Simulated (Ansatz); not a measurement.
Response to strain in ZnO

The parent structure is ZnO in the wurtzite structure (space group P6_3mc, No. 186; a = 3.279 Å, c = 5.294 Å). Axes: x lies along a and z along c of the hexagonal cell.

Strains are applied to the cell and any free atomic positions relax.

Calculations: PBE/PAW in Ansatz (a quantum-chemistry and plane-wave program), scalar-relativistic without spin-orbit coupling.

Notes on the quantities. pressure: mean of the normal stresses, compression positive.

```tsv
variant	band gap	shortest interatomic distance	pressure
base	0.74 eV	1.999 Å	0.0 kbar
uniaxial strain ε_zz = +0.60 %	0.73 eV	2.002 Å	-7.6 kbar
uniaxial strain ε_zz = +1.20 %	0.71 eV	2.006 Å	?
uniaxial strain ε_zz = +1.80 %	0.69 eV	2.009 Å	-22.3 kbar
uniaxial strain ε_zz = +2.40 %	0.67 eV	2.013 Å	?
uniaxial strain ε_zz = +3.00 %	0.66 eV	?	-36.1 kbar
```

Problem. Some entries are withheld; estimate them.

Solution. 
- uniaxial strain ε_zz = +1.20 %, pressure: -15.0 kbar
- uniaxial strain ε_zz = +2.40 %, pressure: -29.3 kbar
- uniaxial strain ε_zz = +3.00 %, shortest interatomic distance: 2.017 Å

Whether these cells are dynamically stable was not tested.
